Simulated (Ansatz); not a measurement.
GaAlP₂ (P-4m2), Ansatz (a quantum-chemistry and plane-wave program) with PBEsol, rigid bands: band gap 1.46 eV, N_c = 3.01e19 cm⁻³ and N_v = 4.42e19 cm⁻³ at 300 K, conductivity masses along y (a = (3.86, 0.00, 0.00) Å; b = (0.00, 3.86, 0.00) Å; c = (0.00, 0.00, 5.45) Å) of 0.559 mₑ (electrons) and 0.492 mₑ (holes). Take k_BT = 0.02585 eV.

Q: What built-in voltage has an abrupt junction with N_A = 1e17 and N_D = 1e17 cm⁻³, all dopants ionised?

A: V_bi = E_g/e − (k_BT/e) ln(N_c N_v/(N_A N_D)) = 1.46 − 0.02585 × 11.80 = 1.15 V. It follows the computed gap one for one.

Q: Find the intrinsic carrier density and the intrinsic Fermi level.

A: n_i = √(N_c N_v) exp(−E_g/2k_BT) = 3.65e19 × exp(−28.24) = 2.0e7 cm⁻³. The level lies (k_BT/2) ln(N_v/N_c) = 5 meV from mid-gap (positive towards the conduction band). Each 0.1 eV added to the gap lowers n_i by a factor of 6.9.

Q: A film of it is 5 nm thick, with its normal along the direction named. Estimate the confinement energies in an infinite well.

A: ħ²π²/(2m t²) = 0.376 eV·nm²/(m/mₑ × t²) gives 26.9 meV for electrons and 30.6 meV for holes, so the gap would widen to about 1.52 eV. Finite barriers and nonparabolic bands lower this, and with several valleys or bands the heaviest mass along the normal sets the lowest level, not this average.

Rigid, parabolic bands with the computed gap; masses take one relaxation time for all states. Spin-orbit coupling is left out; where it splits the top of the valence band, N_v and the p-type Seebeck coefficient come out somewhat high without it.

Computed structure with no diffraction record at hand here (it may be known, metastable or hypothetical): GaAlP2 (P-4m2).
